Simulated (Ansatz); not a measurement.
CaSnS3 (space group R-3, No. 148; a cell from a computed database, its experimental status unchecked)

```xyz
10
Lattice="3.3278 1.9213 6.1363 -3.3278 1.9213 6.1363 0.0000 -3.8426 6.1363" Properties=species:S:1:pos:R:3 pbc="T T T"
Ca     0.0000     0.0000     6.5939
Ca     0.0000     0.0000    11.8152
Sn     0.0000     0.0000     2.8916
Sn     0.0000     0.0000    15.5174
S     -1.1520    -2.2122    10.6716
S      1.1520     2.2122     7.7374
S      2.4918     0.1085    10.6716
S     -2.4918    -0.1085     7.7374
S     -1.3398     2.1037    10.6716
S      1.3398    -2.1037     7.7374
```

Computed with PBEsol/PAW in Ansatz (a program for electronic structure), scalar-relativistic without spin-orbit coupling. Settings: 6×6×6 k-points, 0.05 eV Fermi–Dirac smearing.

```yaml
volume_per_atom: 23.54 Å³
density: 3.60 g/cm³
band_gap: 1.75 eV, indirect, k = (0, 1/3, 0.167) in the run's primitive reciprocal basis → T
electron_mass: 0.56 mₑ along k, 0.80 mₑ across
total_energy: -2080.706 eV/atom (σ→0; compares only within this code and set-up)
```

Masses are band curvatures over ±0.01 Å⁻¹ around the edge. Along k means along the line from Γ to the band edge. No phonon test of stability was made.
